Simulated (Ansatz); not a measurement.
The starting structures come from a database of crystals and need not be the phases stable at ambient conditions.

 Where the default PAW files enter, the runs use the earlier of Ansatz's two default sets.

By PBEsol, the system below comes out a metal.

Without scattering a metal conducts by its projected Fermi surface.

```xyz
3
Lattice="4.4760 0.0000 0.0000 -2.2380 3.8763 0.0000 0.0000 0.0000 2.8262" Properties=species:S:1:pos:R:3 pbc="T T T"
Ti     0.0000     0.0000     0.0000
Ti     0.0000     2.5842     1.4131
Ti     2.2380     1.2921     1.4131
```

Space group of this cell: P6/mmm. The cell is strained (lengths across the current scaled by 0.98, ions clamped); by PBEsol its mean pressure is 0.8 GPa.

The current flows along the normal of the first two printed cell vectors, the (001) (indices of the unstrained crystal) plane of the conventional cell. No spin-orbit coupling; the value is a mean over 0.1 eV about the Fermi level.

**Question.** Estimate the ballistic conductance per area that PBEsol (Ansatz, an electronic-structure program) returns for this system.

**Answer.** 0.57 × 10¹⁵ S/m² for both spins.
